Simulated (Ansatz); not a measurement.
Partial pair distribution functions of a relaxed model of amorphous Ga24O39Mo, broadened by 0.06 Å; density 4.89 g/cm³. Method: PBE, scalar-relativistic without spin-orbit coupling (plane waves to 420 eV, PAW; Ansatz, a program for electronic structure).

Preparation: random packing, a CHGNet melt and quench, and a DFT relaxation. O atoms were pushed apart under 1.9 Å during the dynamics, to hinder bonds among them. The hot cell started wider than the set density and was brought back towards it in steps. It is the lowest in DFT energy of 2 quenches. It is a model cell: composition and starting density were chosen by hand, and all elements were melted together. No dispersion term was used. Its density started from a set value of 4.95 and ended at 4.89 g/cm³. The simulated quench (nominally 220 K/ps over its main leg) is rapid and tends to freeze in more defects than a deposited or slowly cooled glass has. A cell of this size samples the disorder only roughly. Volume and shape were free in the relaxation.

```tsv
r (Å)	g Ga-O	g O-Mo	g Ga-Ga	g O-O
1.45	0.00	0.00	0.00	0.00
1.55	0.00	0.33	0.00	0.00
1.65	0.04	3.32	0.00	0.00
1.75	1.44	2.19	0.00	0.00
1.85	7.71	2.02	0.00	0.00
1.95	7.49	6.24	0.00	0.00
2.05	2.82	8.53	0.00	0.00
2.15	0.57	3.38	0.00	0.00
2.25	0.15	0.16	0.00	0.04
2.35	0.13	0.00	0.00	0.13
2.45	0.06	0.00	0.00	0.55
2.55	0.07	0.00	0.01	1.18
2.65	0.16	0.00	0.13	1.21
2.75	0.16	0.00	0.41	2.04
2.85	0.15	0.00	1.29	2.46
2.95	0.30	0.00	1.70	3.09
3.05	0.27	0.06	2.24	2.79
3.15	0.39	0.80	2.90	1.77
3.25	0.67	0.72	2.52	1.34
3.35	0.71	0.04	2.39	0.94
3.45	0.78	0.00	2.40	0.69
3.55	1.00	0.00	2.02	0.74
3.65	1.08	0.26	1.00	0.68
3.75	1.05	1.38	0.57	0.80
3.85	1.06	1.25	0.42	0.75
3.95	1.11	1.74	0.27	0.74
4.05	1.25	1.58	0.16	0.73
4.15	1.27	1.74	0.23	0.60
4.25	1.22	1.27	0.56	0.40
4.35	1.55	0.70	0.47	0.21
4.45	1.69	1.22	0.34	0.43
4.55	1.82	1.03	0.58	0.86
4.65	1.42	1.79	0.52	0.83
```

Within 2.40 Å each Ga has 4.54 O neighbours on average.
